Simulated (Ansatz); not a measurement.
Cl on the 1x1 (0001) surface of hcp Ti, one in a 2x2 cell, energies for each (29.9 Å²). Energies are against ½ Cl2(g), without zero-point or thermal terms; each row is named by its start.

Calculation: PBE (plane waves to 420 eV, PAW; Ansatz, a first-principles code).

Question: Which site binds most strongly?
A. hollow Ti-Ti-Ti
B. top Ti
C. hollow Ti-Ti-Ti over Ti at depth 2.2 Å

Answer: A, hollow Ti-Ti-Ti. Adsorption energies: hollow Ti-Ti-Ti -3.57 eV; hollow Ti-Ti-Ti over Ti at depth 2.2 Å -3.48 eV; top Ti -2.73 eV.
